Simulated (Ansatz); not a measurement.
## InP under a change: uniaxial strain ε_zz = −0.50 %

Start from InP in the zinc blende structure (space group F-43m, No. 216; a = 5.907 Å). Axes: x, y, z lie along the cube axes.

One thing is altered: uniaxial strain ε_zz = −0.50 %, all other strain components held at zero; the atoms relax in the strained cell.

All numbers come from r2SCAN (Ansatz, an electronic-structure program; PAW; 500 eV plane waves; no spin-orbit coupling). k-mesh 10×10×10 (Γ-centred); smearing 0.05 eV (Fermi–Dirac).

The volume per atom drops by 0.13 Å³ to 25.63 Å³ and the space group changes from F-43m (No. 216) to I-4m2 (No. 119). The shortest interatomic distance drops by 0.004 Å, from 2.558 Å to 2.554 Å and the energy is nearly the same. The pressure (mean of the normal stresses, compression positive) goes from zero to 0.35 GPa and the band gap rises by 0.01 eV to 1.04 eV. The gap character remains direct at Γ and the electron mass becomes 0.075 mₑ (at Γ) (base: 0.074 mₑ (at Γ)). The valence-band top at Γ (three highest levels, from the VBM) becomes 0.00, -0.02, -0.02 eV (base: 0.00, 0.00, 0.00 eV) and the valley order (the lowest conduction-band minima on the path, energy above the VBM, named in the base's zone) becomes Γ 1.04 eV; L along [1-11] 1.79 eV; X along [001] 2.00 eV; X along [100] 2.03 eV (base: Γ 1.03 eV; L along ⟨111⟩ 1.80 eV; X along ⟨100⟩ 2.04 eV). The stress (xx, yy, zz, yz, xz, xy; compression positive) is (0.27, 0.27, 0.49, 0.00, 0.00, 0.00) GPa.

Final structure:

```yaml
crystal:
  lattice:
    - [0.00000, 2.95348, 2.93871]
    - [2.95348, 0.00000, 2.93871]
    - [2.95348, 2.95348, 0.00000]
  atoms:
    - { symbol: In, position: [0.00000, 0.00000, 0.00000] }
    - { symbol: P, position: [0.25000, 0.25000, 0.25000] }
```

Effective masses come from finite differences of ±0.01 Å⁻¹. No phonon test of stability was made. Labels are those of the standard path for the cell's own space group.
